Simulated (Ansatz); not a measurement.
Worked calculations on one periodic cell of amorphous Hf₁₈O₃₅F₂: Hf18O35F2, 55 atoms, volume 712.8 Å³, made by a melt-quench on the CHGNet potential and relaxed with DFT. O and F atoms were pushed apart under 1.9 Å during the dynamics, to hinder bonds among them. It is a model cell: composition and starting density were chosen by hand, and all elements were melted together. Cycles of charging were run to anneal it. Method: PBE, scalar-relativistic without spin-orbit coupling (plane waves to 420 eV, PAW; Ansatz, a first-principles code). Sampling: a 2×2×2 Γ-centred mesh; Fermi-Dirac width 0.02 eV; no spin polarisation. Its volume was held where the quench left it, its shape was free, and it stands at a mean pressure of -2.0 GPa with stress components up to 2.2 GPa; the relaxation ran on the zone centre alone. Its density went from a set 8.88 to 8.88 g/cm³. The cell is small and was quenched far faster than a real film, so it is one sample of the glass.

**Question.** Count formal charges (Hf +4, O -2, F -1). What does the count lead one to expect at the Fermi level, and what does the calculation give?

**Answer.** 18 × (+4) + 35 × (-2) + 2 × (-1) = 0. The charges balance, so the anion-derived valence states can be full and a gap can open. On this mesh the highest filled and lowest empty level lie 3.90 eV apart, the PBE gap of this cell, with a localised state at one edge or both.

Four energies for an added electron at PBE on the zone centre alone (charged cells in a uniform background, spin-polarised): neutral at the neutral geometry -304551.221 eV; charged at the neutral geometry -304535.520 eV; charged and relaxed -304535.882 eV; neutral at the charged geometry -304550.553 eV.

**Question.** Find the two relaxation energies and their sum, the reorganisation energy.

**Answer.** On charging: -304535.520 − (-304535.882) = 0.362 eV. On discharging: -304550.553 − (-304551.221) = 0.668 eV. The sum is 1.030 eV. The carrier's level spreads over 11 of the 55 atoms' worth, so it counts as partly localised, most on one Hf atom with neighbours O 2.03 Å, O 2.04 Å, O 2.09 Å, O 2.12 Å, O 2.15 Å, O 2.23 Å (neutral geometry). The values are uncorrected: the image energy of a point charge in this cell, 2.84 × 14.40 / (2 × 8.9) = 2.3 eV before screening, is screened by electrons alone at the fixed geometry and by ions too after relaxing, and the carrier can be spread before it relaxes, so each term can be off by up to that value times 1/ε∞, some tenths of an eV. PBE's self-interaction favours spread-out carriers, so a hybrid can localise more.

Four energies for a hole at PBE on the zone centre alone (charged cells in a uniform background, spin-polarised): neutral at the neutral geometry -304551.221 eV; charged at the neutral geometry -304562.897 eV; charged and relaxed -304563.199 eV; neutral at the charged geometry -304550.412 eV.

**Question.** Find the two relaxation energies and their sum, the reorganisation energy.

**Answer.** On charging: -304562.897 − (-304563.199) = 0.302 eV. On discharging: -304550.412 − (-304551.221) = 0.809 eV. The sum is 1.111 eV. The carrier's level spreads over 3 of the 55 atoms' worth, so it counts as localised, most on one O atom with neighbours Hf 2.09 Å, Hf 2.23 Å, Hf 2.24 Å (neutral geometry). The values are uncorrected: the image energy of a point charge in this cell, 2.84 × 14.40 / (2 × 8.9) = 2.3 eV before screening, is screened by electrons alone at the fixed geometry and by ions too after relaxing, and the carrier can be spread before it relaxes, so each term can be off by up to that value times 1/ε∞, some tenths of an eV. PBE's self-interaction favours spread-out carriers, so a hybrid can localise more.
